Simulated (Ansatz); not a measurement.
ZnS, pressure series

Take ZnS in the zinc blende structure (space group F-43m, No. 216; a = 5.3567 Å) as the base.

Cell and atoms are relaxed at each pressure.

Level of theory: PBEsol in Ansatz (plane waves to 420 eV, PAW, without spin-orbit coupling).

For the base:

The band gap is 2.09 eV.

### Question
The aim is a band gap between 2.63 eV and 2.91 eV. Which of these changes reaches it?
(A) pressure −1 GPa
(B) pressure 18 GPa
(C) pressure 4.2 GPa

### Answer
B, pressure 18 GPa. It gives 2.75 eV; pressure 4.2 GPa gives 2.29 eV; pressure −1 GPa gives 2.03 eV. Changes not listed may reach it too

Load acts through the strain it causes; cell and atoms are relaxed under it. Stability against distortions was not tested. Measured, ZnS leaves this structure (for rock salt) near 14.7 GPa (temperature not stated; as listed in Datta, Sujoy, Jana, Debnarayan, arXiv (2020)), on rising pressure, with hysteresis.

Ansatz is an electronic-structure program.
